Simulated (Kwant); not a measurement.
Device: π system C=C1C=CC=C1 between two chain leads. The π system is taken as planar. Atoms are numbered from 0 in the order of the SMILES. Site energies (eV, carbon 0): [0.0, 0.0, 0.0, 0.0, 0.0, 0.0]. Bonds (i, j, β in eV): (0,1,-2.7) (1,2,-2.7) (2,3,-2.7) (3,4,-2.7) (4,5,-2.7) (5,1,-2.7). Leads: chains of hopping −4.1 eV, joined by −1.4 eV to atoms 0 and 2.

Site energies and bond integrals are typed Hückel values.

Kwant, Hückel tight-binding model, one pz orbital an atom, one spin, coherent transport at 0 K. Conductance is in e²/h.

Sweep values stay those of the base run.

Base results: transmission at E = 0 0.11; mean G (e²/h) over the sweep 0.078.

Question: What follows from this one change: contacts moved from atoms [0, 2] to [2, 3]?

Answer: transmission at E = 0 0.11 → 0.12; mean G over the sweep 0.078 → 0.12 e²/h.

Question: What follows from this one change: contacts moved from atoms [0, 2] to [0, 3]?

Answer: transmission at E = 0 little changed (0.11); mean G over the sweep 0.078 → 0.14 e²/h.

Question: What follows from this one change: contacts moved from atoms [0, 2] to [3, 4]?

Answer: transmission at E = 0 0.11 → < 1e-12; mean G over the sweep 0.078 → 0.18 e²/h.
